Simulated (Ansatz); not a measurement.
The starting structures come from a database of crystals and need not be the phases stable at ambient conditions.

Inside the gap of an insulator the Bloch states are evanescent, with a wavenumber k + iκ along the transport direction.

```yaml
crystal:
  lattice:
    - [5.71285, 0.00000, 0.00000]
    - [0.00000, 10.23375, 0.00000]
    - [0.00000, -3.96832, 4.98631]
  atoms:
    - { symbol: Na, position: [0.50000, 0.00000, 0.00000] }
    - { symbol: Na, position: [0.00000, 0.00000, 0.50000] }
    - { symbol: Na, position: [0.00000, 0.50000, 0.00000] }
    - { symbol: Na, position: [0.50000, 0.50000, 0.50000] }
    - { symbol: I, position: [0.98870, 0.25000, 0.25898] }
    - { symbol: I, position: [0.01130, 0.75000, 0.74102] }
    - { symbol: I, position: [0.48870, 0.75000, 0.24102] }
    - { symbol: I, position: [0.51130, 0.25000, 0.75898] }
    - { symbol: O, position: [0.86361, 0.41823, 0.58305] }
    - { symbol: O, position: [0.13639, 0.58177, 0.41695] }
    - { symbol: O, position: [0.36361, 0.58177, 0.91695] }
    - { symbol: O, position: [0.63639, 0.41823, 0.08305] }
    - { symbol: O, position: [0.63639, 0.08177, 0.74659] }
    - { symbol: O, position: [0.36361, 0.91823, 0.25341] }
    - { symbol: O, position: [0.13639, 0.91823, 0.75341] }
    - { symbol: O, position: [0.86361, 0.08177, 0.24659] }
    - { symbol: O, position: [0.28995, 0.25000, 0.34439] }
    - { symbol: O, position: [0.71005, 0.75000, 0.65561] }
    - { symbol: O, position: [0.78995, 0.75000, 0.15561] }
    - { symbol: O, position: [0.21005, 0.25000, 0.84439] }
```

Space group of this cell: Pnma. The cell is taken as given; by r2SCAN its mean pressure is 0.7 GPa.

Transport runs along the normal of the first two printed cell vectors.

No gap correction and no spin-orbit coupling; mid-gap values are interpolated between computed energies.

### Question
State the band gap and the smallest decay constant κ at mid-gap according to r2SCAN (Ansatz, an electronic-structure program).

### Answer
Gap 4.18 eV on a 6×6×6 mesh; κ = 0.512 1/Å, at (0.333, 0.250) of the in-plane reciprocal vectors. At the zone centre, at the nearest computed energy, the slowest state has κ = 0.53 1/Å.
